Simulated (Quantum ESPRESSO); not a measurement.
Checking a run of Quantum ESPRESSO on P₂Pd₂O₇ (C2/c, 22 atoms in the cell). The aim is a self-consistent single point with DFT, LDA (PZ), plane waves, GBRV 1.5 ultrasoft (LDA) pseudopotentials.

Cell that was meant: a = 7.0002 Å, b = 7.0002 Å, c = 7.9138 Å, α = 97.09°, β = 97.09°, γ = 43.68°.

Part of the input:

```fortran
    ibrav = 0
    nat = 22
    ntyp = 3
    ecutwfc = 12
    ecutrho = 96
    occupations = 'fixed'
    nbnd = 88
/
```

Output (repeated stretches shortened):

```
     Message from routine setup:
     using ibrav=0 with symmetry is DISCOURAGED, use correct ibrav instead
     G-vector sticks info
   [... lines left out ...]
        k(   12) = (   0.0000000  -0.6719837  -0.4462418), wk =   0.1250000
        k(   13) = (  -0.5386656   0.0000000  -0.0722963), wk =   0.0625000
        k(   14) = (  -0.5386656   0.0000000  -0.5185382), wk =   0.0625000

     Dense  grid:    28447 G-vectors     FFT dimensions: (  45,  45,  48)

     Smooth grid:    10095 G-vectors     FFT dimensions: (  30,  30,  36)

     Initial potential from superposition of free atoms

     starting charge     165.9994, renormalised to     168.0000

     negative rho (up, down):  2.807E-01 0.000E+00
     Self-consistent Calculation

     iteration #  1     ecut=    12.00 Ry     beta= 0.70

     negative rho (up, down):  3.448E-01 0.000E+00

     total energy              =   -1213.69642719 Ry
     estimated scf accuracy    <      61.93477499 Ry

     iteration #  2     ecut=    12.00 Ry     beta= 0.70

     negative rho (up, down):  4.106E-01 0.000E+00

     total energy              =   -1229.67573296 Ry
     estimated scf accuracy    <      71.71721411 Ry

     iteration #  3     ecut=    12.00 Ry     beta= 0.70

     negative rho (up, down):  4.085E-01 0.000E+00

     total energy              =   -1242.67160768 Ry
     estimated scf accuracy    <       5.83950225 Ry

   [... 10 blocks of this kind left out ...]

     iteration # 14     ecut=    12.00 Ry     beta= 0.70

     negative rho (up, down):  4.290E-01 0.000E+00

     total energy              =   -1243.61761678 Ry
     estimated scf accuracy    <          1.4E-10 Ry

     iteration # 15     ecut=    12.00 Ry     beta= 0.70

     negative rho (up, down):  4.290E-01 0.000E+00
     End of self-consistent calculation

     highest occupied, lowest unoccupied level (ev):     9.0076    9.0940

!    total energy              =   -1243.61761678 Ry
     estimated scf accuracy    <          1.1E-11 Ry

     convergence has been achieved in  15 iterations

     negative rho (up, down):  4.290E-01 0.000E+00

     Forces acting on atoms (cartesian axes, Ry/au):

     atom    1 type  1   force =    -0.03016043   -0.01621386    0.05547317
     atom    2 type  1   force =     0.03016043    0.01621386   -0.05547317
     atom    3 type  1   force =     0.03016043   -0.01621386   -0.05547317
     atom    4 type  1   force =    -0.03016043    0.01621386    0.05547317
     atom    5 type  2   force =    -0.00000000   -0.00000000   -0.00000000
   [... lines left out ...]
     Total force =     0.714368     Total SCF correction =     0.000010
   [... lines left out ...]

     negative rho (up, down):  4.290E-01 0.000E+00
          total   stress  (Ry/bohr**3)                   (kbar)     P=   -10310.89
  -0.06862735   0.00000000  -0.00059733       -10095.43        0.00      -87.87
  -0.00000000  -0.07135106   0.00000000           -0.00   -10496.10        0.00
  -0.00059733   0.00000000  -0.07029752          -87.87        0.00   -10341.12

   JOB DONE.
```

Task: Is anything amiss in this input, and did it matter?

Result: The run is not sound. The fault is a basis or grid far too coarse for these potentials. Far below the cutoff that the potentials were made for, the basis cannot represent the orbitals near the nuclei, and energies, forces and above all the stress go wrong. To fix it, restore the cutoff that the potentials need and check convergence. The run converged in 15 iterations without an error; against the sound input the free energy rises by 40.9 eV/atom, the pressure goes from 5.71 to -1031 GPa, the largest force goes from 1.517 to 5.872 eV/Å and the gap on the mesh goes from 1.023 to 0.086 eV.

The sound input it was made from differs as follows (other fixes are possible):
```diff
-    ecutwfc = 12
-    ecutrho = 96
+    ecutwfc = 40
+    ecutrho = 320
```

With that input, the run converged in 15 iterations: free energy E − TS -17820.6188 eV; top of the valence band (on the code's own zero) 7.24 eV; gap on the k-point mesh 1.02 eV; pressure 5.71 GPa; largest force (vector length) 1.517 eV/Å (DFT, LDA (PZ), plane waves, GBRV 1.5 ultrasoft (LDA) pseudopotentials).

On the sound input: the starting cell comes from a database of computed structures (which also holds hypothetical and non-ambient phases and stackings), without a prior relaxation at this level. Its lattice was rescaled by a random factor within 2.5 % of one. With a pressure of about 6 GPa the cell is away from its equilibrium volume at this level. Forces in this geometry exceed 1 eV/Å.
